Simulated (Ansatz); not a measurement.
Input and report of a finite-temperature phonon run in Ansatz (LDA). The cell is fixed at its relaxed static size. Melting and transitions to other phases are not modelled. An odd repeat of the supercell leaves out some zone-boundary points, where instabilities often lie.

Ansatz 0.2 input:
```yaml
crystal:
  lattice:
    - [0.0, 2.7010395819, 2.7010395819]
    - [2.7010395819, 0.0, 2.7010395819]
    - [2.7010395819, 2.7010395819, 0.0]
  atoms:
    - { symbol: Si, position: [0.0, 0.0, 0.0] }
    - { symbol: Si, position: [0.25, 0.25, 0.25] }
kpoints:
  mp_grid: { grid: [6, 6, 6] }
hamiltonian:
  xc: lda
  pseudopotentials: { kind: paw }
scf:
  occupations: { method: fixed }
phonons:
  supercell: [3, 3, 3]
  self_consistent:
    temperatures: [300, 1000]
    max_frequency_error: 3.0
    max_frames: 240
checkpoint:
  write: run
output:
  stress: true
```

```
--- Phonons at temperature: the self-consistent harmonic approximation ---
  24 frames of 54 atoms (3×3×3 cells), in populations of 8, 8 at 1000 K and 8 at 300 K: nothing lacks frames
  of 24 their SCF's own steps read whether they stand on a minimum of the electronic energy; no probe, look outside the group or whole filling of a shell is made of a frame, whatever scf.lower_state_search; one on another minimum than the …
  at 300 K
    the largest error of a frequency is 0.05 times what was asked for; the fitted model misses 1.7 % of the forces, every mode counted alike and far frames for less, of frames that it was not fitted to; the frames count as 8.0 of this …
    softest of the free energy's second derivatives: 97.53 ± 0.09 cm⁻¹ at q 0.6667 0.6667 0.6667; not told ahead of this temperature's last population
    the crystal stands in this phase at this temperature, as far as these wave vectors tell
    the ions' mean positions are those at rest
    free energy -1217.201174 ± 0.000021 eV a cell, of which vibrations 0.069315; entropy 38.501 ± 0.008 J/(mol·K) of cells
      by the harmonic crystal on the mesh of its thermodynamic functions, with what the supercell's own 159 modes hold beyond it; by those alone vibrations 0.069315, entropy 38.501
      a free energy on a mesh is no bound; the supercell's own free energy is the best Gaussian's, an upper bound on the crystal's: what lies beyond it on the fitted surface stands below, to be added
    pressure 0.4680 ± 0.0048 GPa; at rest 0.0707, so that the ions' motion makes +0.3973
      stress (GPa, positive in compression): xx 0.4680 ± 0.0048, yy 0.4680 ± 0.0048, zz 0.4680 ± 0.0048, yz -0.0000 ± 0.0000, xz -0.0000 ± 0.0000, xy 0.0000 ± 0.0000
      by the supercell's own 159 modes alone, which lack the rigid motions: in the warmth about 1/54 of what the motion makes, which no ± holds; not to be laid beside figures on a mesh
    beyond the Gaussian, in the hollow that it stands in and those that the ions reach from there, by exact statistics on the surface that is fitted to the frames (rings of 6 beads):
      free energy -0.000496 ± 0.000030 eV a cell
      leaving out a pair of frames, or group of many, changes the fitted energy by up to 0.01 k_B T, T the rings' temperature (one standard deviation); of these ± those of the frequencies lack the bias that few frames leave, and those of …
      pressure -0.0044 ± 0.0011 GPa; with it, by the rings' own mean, 0.4636 ± 0.0050, so that the ions' motion makes +0.3929: by the supercell's own 159 modes alone, as the Gaussian's
      mean square displacement, over the three axes, of site 0 from 0, Si, the most changed: 0.01979 ± 0.00003 Å², of which +0.00030 beyond the Gaussian's
      softest frequency by how far the rings' centres move (above zero always: no sign of whether the crystal stands): 97.52 ± 0.09 cm⁻¹ at q 0.0000 0.6667 0.0000
    frequencies (cm⁻¹; below zero: imaginary; ±: error) of the harmonic crystal, of the Gaussian, of the free energy's second derivatives, each in its own ascending order
      q 0.0000 0.0000 0.0000
           514.68      511.22 ±  0.22      504.31 ±  0.47
           514.68      511.22 ±  0.22      504.31 ±  0.47
           514.68      511.22 ±  0.22      504.31 ±  0.47
      q 0.0000 0.0000 0.3333, and 7 like it
           100.21       98.22 ±  0.08       97.53 ±  0.09
           100.21       98.22 ±  0.08       97.53 ±  0.09
           291.54      289.67 ±  0.21      287.65 ±  0.20
           462.64      460.07 ±  0.19      455.35 ±  0.33
           491.97      489.44 ±  0.15      483.44 ±  0.15
           491.97      489.44 ±  0.15      483.44 ±  0.15
      q 0.0000 0.3333 0.3333, and 5 like it
           133.16      130.71 ±  0.13      129.63 ±  0.14
           133.16      130.71 ±  0.13      129.63 ±  0.14
           306.46      304.41 ±  0.44      302.39 ±  0.40
           465.57      464.43 ±  0.18      458.83 ±  0.19
           465.57      464.43 ±  0.18      458.83 ±  0.19
           473.36      469.49 ±  0.11      465.08 ±  0.27
      q 0.0000 0.3333 0.6667, and 11 like it
           140.87      138.01 ±  0.11      137.01 ±  0.10
           216.01      212.31 ±  0.31      211.50 ±  0.30
           338.20      336.30 ±  0.12      333.25 ±  0.13
           378.60      377.49 ±  0.07      373.36 ±  0.11
           464.14      462.61 ±  0.14      457.09 ±  0.14
           482.34      480.00 ±  0.16      475.07 ±  0.17
  at 1000 K
    the largest error of a frequency is 0.11 times what was asked for; the fitted model misses 2.8 % of the forces, every mode counted alike and far frames for less, of frames that it was not fitted to; the frames count as 14.0 of this …
    softest of the free energy's second derivatives: 92.59 ± 0.18 cm⁻¹ at q 0.0000 0.0000 0.6667; not told ahead of this temperature's last population
    the crystal stands in this phase at this temperature, as far as these wave vectors tell
    the ions' mean positions are those at rest
    free energy -1217.712222 ± 0.000174 eV a cell, of which vibrations -0.441732; entropy 93.507 ± 0.044 J/(mol·K) of cells
      by the harmonic crystal on the mesh of its thermodynamic functions, with what the supercell's own 159 modes hold beyond it; by those alone vibrations -0.441732, entropy 93.507
      a free energy on a mesh is no bound; the supercell's own free energy is the best Gaussian's, an upper bound on the crystal's: what lies beyond it on the fitted surface stands below, to be added
    pressure 0.9023 ± 0.0139 GPa; at rest 0.0707, so that the ions' motion makes +0.8316
      stress (GPa, positive in compression): xx 0.9023 ± 0.0139, yy 0.9023 ± 0.0139, zz 0.9023 ± 0.0139, yz 0.0000 ± 0.0000, xz -0.0000 ± 0.0000, xy 0.0000 ± 0.0000
      by the supercell's own 159 modes alone, which lack the rigid motions: in the warmth about 1/54 of what the motion makes, which no ± holds; not to be laid beside figures on a mesh
    beyond the Gaussian, in the hollow that it stands in and those that the ions reach from there, by exact statistics on the surface that is fitted to the frames (rings of 2 beads):
      free energy -0.005990 ± 0.000266 eV a cell
      leaving out a pair of frames, or group of many, changes the fitted energy by up to 0.04 k_B T, T the rings' temperature (one standard deviation); of these ± those of the frequencies lack the bias that few frames leave, and those of …
      pressure -0.0622 ± 0.0087 GPa; with it, by the rings' own mean, 0.8400 ± 0.0162, so that the ions' motion makes +0.7693: by the supercell's own 159 modes alone, as the Gaussian's
      mean square displacement, over the three axes, of site 1 from 0, Si, the most changed: 0.06873 ± 0.00026 Å², of which +0.00389 beyond the Gaussian's
      softest frequency by how far the rings' centres move (above zero always: no sign of whether the crystal stands): 92.40 ± 0.20 cm⁻¹ at q 0.0000 0.3333 0.0000
    frequencies (cm⁻¹; below zero: imaginary; ±: error) of the harmonic crystal, of the Gaussian, of the free energy's second derivatives, each in its own ascending order
      q 0.0000 0.0000 0.0000
           514.68      500.06 ±  1.27      477.96 ±  1.40
           514.68      500.06 ±  1.27      477.96 ±  1.40
           514.68      500.06 ±  1.27      477.96 ±  1.40
      q 0.0000 0.0000 0.3333, and 7 like it
           100.21       94.99 ±  0.17       92.59 ±  0.18
```

Cost: roughly 50 core-minutes.

Ansatz is a first-principles code.
